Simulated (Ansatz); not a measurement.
Start from CsPbCl$_{3}$ in the cubic perovskite structure (space group Pm-3m, No. 221; a = 5.521 Å). Axes: x, y, z lie along the cube axes.

All numbers come from Ansatz (a first-principles code) LDA, no spin-orbit coupling.

Before the change:

```
Property                          Value
-----------------------------  --------
Band gap                        1.53 eV
Pressure                       0.00 GPa
Shortest interatomic distance   2.760 Å
```

The change: biaxial strain −1.00 %, plane normal [111], relaxed out of plane (Cartesian); in-plane vectors clamped, the third vector and the atoms free.

How does this affect the band gap?

The band gap shrinks by 0.06 eV (1.53 eV → 1.47 eV).

Estimate the effect on the energy relative to the base.

The energy grows by 0.4 meV/atom.

How does this affect the pressure?

The pressure (mean of the normal stresses, compression positive) goes from zero to 0.14 GPa.

Predict the new shortest interatomic distance.

The shortest interatomic distance shrinks by 0.004 Å, from 2.760 Å to 2.756 Å.

With Pb present, leaving out spin-orbit coupling can change the band edges. No phonon test of stability was made. Many cubic perovskites are stable only at high temperature; tilts and polar distortions were not tested. This is not the structure that CsPbCl3 has at room temperature and ambient pressure.
